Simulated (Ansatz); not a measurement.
Functionals compared on a constructed model of the (0001) surface of hcp Hf, a pseudomorphic layer of Mn in the host's stacking (bottom of the slab: a bare face, its two planes held), in Ansatz (plane waves, PAW). The structure was relaxed with PBE; the other rows are single points on it. Cutoff 420 eV.

Slab: 7 atoms, 15.4 Å thick at the start; k 13x13x1, smearing 0.1 eV, dipole-corrected; 2 atoms held, the rest relaxed; held to the start's symmetry, so lower structures may exist; spin-polarised, ending with about 3.7 μB a cell; orders that need a larger cell were not tried, no spin-orbit, no U. It is one candidate, not shown to be the stable structure of the face. These notes are the PBE run's.

```csv
functional,work function of the top face (eV),magnetic moment of the cell (μB),rough cost of the single point
PBE,3.47,3.75,–
RPBE,3.29,3.78,roughly 2.1 core-minutes
```

Ansatz is a first-principles code.
